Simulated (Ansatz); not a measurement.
What isotropic strain +2.50 % does to Ta

Consider Ta in the bcc (W type) structure (space group Im-3m, No. 229; a = 3.2823 Å; relaxed with 0.1 eV smearing).

Modification: an isotropic linear strain of +2.50 %, atoms relaxed at fixed cell.

All numbers come from PBEsol (Ansatz, a quantum-chemistry and plane-wave program; PAW; 420 eV plane waves; no SOC). Γ-centred 28×28×28 mesh, Fermi–Dirac width 0.1 eV.

Volume per atom: 19.04 Å³ (base 17.68 Å³)
Space group: Im-3m (No. 229) (base Im-3m (No. 229))
Shortest interatomic distance: 2.914 Å (base 2.843 Å)
Energy relative to the base (free energy F): +60 meV/atom
Band gap: zero (base zero)

Final structure:

```yaml
crystal:
  lattice:
    - [-1.68218, 1.68218, 1.68218]
    - [1.68218, -1.68218, 1.68218]
    - [1.68218, 1.68218, -1.68218]
  atoms:
    - { symbol: Ta, position: [0.00000, 0.00000, 0.00000] }
```

No phonon test of stability was made. All final runs are without spin polarisation.
